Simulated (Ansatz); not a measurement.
Base system: SiC in the wurtzite structure (space group P6_3mc, No. 186; a = 3.075 Å, c = 5.048 Å). Axes: x lies along a and z along c of the hexagonal cell.

Level of theory: plane-wave PAW DFT at the r2SCAN level (Ansatz, an electronic-structure program, 500 eV), no spin-orbit coupling.

For the base:

```
Quantity    Result
--------  --------
Band gap   2.65 eV
Pressure  0.01 GPa
```

It is then changed as follows: biaxial strain −4.57 %, plane normal [001], relaxed out of plane (Cartesian); in-plane vectors clamped, the third vector and the atoms free.

**Question.** How does this affect the band gap?

**Answer.** The band gap shrinks by 0.66 eV to 1.99 eV.

**Question.** How does this affect the pressure?

**Answer.** The pressure (mean of the normal stresses, compression positive) increases by 23.19 GPa to 23.20 GPa.

**Question.** Estimate the effect on the ratio −ε⊥/ε∥.

**Answer.** The ratio −ε⊥/ε∥ amounts to 0.19.

No phonon test of stability was made.
